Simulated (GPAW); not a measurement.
```yaml
crystal:
  lattice:
    - [4.88910, 0.00000, 0.00000]
    - [0.00000, 3.12545, 5.42272]
    - [0.00000, -3.12545, 5.42272]
  atoms:
    - { symbol: Mg, position: [0.00000, 0.82956, 0.34396] }
    - { symbol: Mg, position: [0.00000, 0.34396, 0.82956] }
    - { symbol: Mg, position: [0.00000, 0.33280, 0.33280] }
    - { symbol: Mg, position: [0.50000, 0.67469, 0.15961] }
    - { symbol: Mg, position: [0.50000, 0.15961, 0.67469] }
    - { symbol: Mg, position: [0.50000, 0.16577, 0.16577] }
    - { symbol: Ti, position: [0.50000, 0.67404, 0.67404], spin: 1.0 }
    - { symbol: Zn, position: [0.00000, 0.81957, 0.81957] }
```
(The spins are starting values, not results.)

Method: LDA (Perdew-Wang 92), GPAW PAW datasets LDA (gpaw-data 1.0.1) (plane waves; GPAW).

The set-up and first iterations of a GPAW log for Mg₆TiZn (Amm2, 8 atoms in the cell):

```
Input parameters:
  convergence: {density: 1e-05,
                energy: 1e-05}
  kpts: {gamma: True,
         size: (5, 4, 4)}
  maxiter: 120
  mode: {ecut: 800.0,
         name: pw}
  nbands: -12
  occupations: {name: methfessel-paxton,
                order: 0,
                width: 0.3}
  spinpol: True
  symmetry: {symmorphic: False,
             tolerance: 0.0005}

species:
  Mg:
    name: Magnesium
    Z: 12.0
    valence: 10
    core: 2
    charge: 0.0
    file: Mg.LDA.gz

    # Using partial waves for Mg as LCAO basis

  Ti:
    name: Titanium
    Z: 22.0
    valence: 12
    core: 10
    charge: 0.0
    file: Ti.LDA.gz

    # Using partial waves for Ti as LCAO basis

  Zn:
    name: Zinc
    Z: 30.0
    valence: 12
    core: 18
    charge: 0.0
    file: Zn.LDA.gz

    # Using partial waves for Zn as LCAO basis

Reference energy: -104525.230864  # eV

Spin-polarized calculation.
Initial magnetic moment: 1.000000

Convergence criteria:
   [... lines left out ...]

Hamiltonian:
  XC and Coulomb potentials evaluated on a 64*84*84 grid
  External potential:
    NoExternalPotential

Number of atoms: 8
Number of atomic orbitals: 70
Number of bands in calculation: 54
Number of valence electrons: 84
Bands to converge: occupied

Density initialized from atomic densities
  54 bands from LCAO basis set

Atomic positions and initial magnetic moments

Positions:
   0 Mg     0.000000    1.517716    6.363665    ( 0.0000,  0.0000,  0.0000)
   1 Mg     0.000000   -1.517716    6.363665    ( 0.0000,  0.0000,  0.0000)
   2 Mg     0.000000    0.000000    3.609359    ( 0.0000,  0.0000,  0.0000)
   3 Mg     2.444550    1.609854    4.524171    ( 0.0000,  0.0000,  0.0000)
   4 Mg     2.444550   -1.609854    4.524171    ( 0.0000,  0.0000,  0.0000)
   5 Mg     2.444550    0.000000    1.797847    ( 0.0000,  0.0000,  0.0000)
   6 Ti     2.444550   -0.000000    7.310254    ( 0.0000,  0.0000,  1.0000)
   7 Zn     0.000000   -0.000000    8.888589    ( 0.0000,  0.0000,  0.0000)

Unit cell:
           periodic     x           y           z      points  spacing
  1. axis:    yes    4.889100    0.000000    0.000000    32     0.1528
  2. axis:    yes    0.000000    3.125445    5.422715    42     0.1289
  3. axis:    yes    0.000000   -3.125445    5.422715    42     0.1289

  Lengths:   4.889100   6.258933   6.258933
  Angles:   59.914999  90.000000  90.000000

Effective grid spacing dv^(1/3) = 0.1432
     iter     time        total  log10-change:  magmom
                         energy   eigst   dens
iter:   1 --:--:--   -20.583085                   +1.0058
iter:   2 --:--:--   -20.414804   -0.58  -1.44    +0.9932
iter:   3 --:--:--   -20.300433   -1.62  -1.54    +0.9613
iter:   4 --:--:--   -20.116530   -1.34  -1.59    +1.0126
iter:   5 --:--:--   -20.177878   -2.14  -1.94    +1.1271
```

Question: Will this run converge, and how will it end?

Answer: The run converged in 28 iterations. Convergence of the loop says nothing yet on basis, mesh or lower states. It ends on: free energy E − TS (from the program's reference atoms) -20.1855 eV; Fermi level (on the code's own zero) 4.12 eV; pressure -3.35 GPa; largest force (vector length) 0.196 eV/Å; size of the cell's spin moment 0.00 μB. The log goes on:

```
   [... 5 lines left out ...]
iter:  11 --:--:--   -20.048326   -4.35  -3.04    +0.1811
iter:  12 --:--:--   -20.047735   -4.84  -3.08    +0.0997
   [... lines left out ...]
iter:  17 --:--:--   -20.046389c  -6.23  -3.92    +0.0272
iter:  18 --:--:--   -20.046396c  -6.74  -4.02    +0.0213
iter:  19 --:--:--   -20.046368c  -6.03  -4.04    +0.0018
iter:  20 --:--:--   -20.046368c  -7.00  -4.24    +0.0018
iter:  21 --:--:--   -20.046364c  -6.75  -4.31    +0.0018
iter:  22 --:--:--   -20.046347c  -7.27  -4.38    +0.0017
iter:  23 --:--:--   -20.046355c  -7.19  -4.58    +0.0017
iter:  24 --:--:--   -20.046359c  -8.15c -4.68    +0.0016
iter:  25 --:--:--   -20.046360c  -8.61c -4.73    +0.0012
iter:  26 --:--:--   -20.046361c  -8.45c -4.85    +0.0007
iter:  27 --:--:--   -20.046357c  -8.10c -4.92    +0.0000
iter:  28 --:--:--   -20.046357c  -9.30c -5.36c   +0.0001
Converged after 28 iterations.

Dipole moment: (0.000000, -0.000000, -1.390208) |e|*Ang

Total magnetic moment: (0.000000, 0.000000, 0.000057)
Local magnetic moments:
   0 Mg ( 0.000000,  0.000000,  0.000000)
   1 Mg ( 0.000000,  0.000000,  0.000000)
   2 Mg ( 0.000000,  0.000000, -0.000000)
   3 Mg ( 0.000000,  0.000000, -0.000000)
   4 Mg ( 0.000000,  0.000000, -0.000000)
   5 Mg ( 0.000000,  0.000000,  0.000000)
   6 Ti ( 0.000000,  0.000000,  0.000037)
   7 Zn ( 0.000000,  0.000000, -0.000001)

Energy contributions relative to reference atoms: (reference = -104525.230864)

Kinetic:        -13.833751
Potential:      +22.866045
External:        +0.000000
XC:             -28.387413
Entropy (-ST):   -0.278335
Local:           -0.552070
SIC:             +0.000000
--------------------------
Free energy:    -20.185524
Extrapolated:   -20.046357

Spin contamination: 0.000005 electrons
Showing only first 2 kpts
                      Up                     Down
   [... lines left out ...]
Fermi level: 4.12400
No gap
   [... lines left out ...]
  0 Mg    0.00000   -0.03952    0.04753
  1 Mg    0.00000    0.03952    0.04753
  2 Mg    0.00000    0.00000   -0.02466
  3 Mg    0.00000    0.01981   -0.02609
  4 Mg    0.00000   -0.01981   -0.02609
  5 Mg    0.00000    0.00000    0.04566
  6 Ti    0.00000    0.00000    0.13233
  7 Zn    0.00000    0.00000   -0.19608

Stress tensor:
     0.025214     0.000000     0.000000
     0.000000     0.018702     0.000000
     0.000000     0.000000     0.018805
Stress (GPa, Voigt): [4.0397 2.9964 3.0128 0.     0.     0.    ]
```

For comparison: a first run was changed to give this one (kpts: 4 4 4 → 5 4 4; occupations.width: 0.136 eV → 0.3 eV), and from it to this one the free energy goes down by 18.3 meV/atom, the pressure moves little (-3.32 to -3.35 GPa), the largest force goes from 0.175 to 0.196 eV/Å and the size of the net moment goes from 0.12 to 0.00 μB/atom.

The starting cell comes from a database of computed structures (which also holds hypothetical and non-ambient phases and stackings), without a prior relaxation at this level. The starting moments vanished: the run ended non-magnetic. With a pressure of about -3 GPa the cell is away from its equilibrium volume at this level.

The run was DFT LDA (Perdew-Wang 92), plane waves, GPAW PAW datasets LDA (gpaw-data 1.0.1). Main settings of its input:

- spinpol: true
- mode: pw
- ecut: 800 eV
- xc: LDA
- kpts: 5 4 4
- mesh shift (steps): 0 0 0
- occupations.name: methfessel-paxton
- occupations.width: 0.3 eV
- occupations.order: 0
- nbands: -12
- convergence.density: 1e-05 e/electron
- convergence.energy: 1e-05 eV/electron
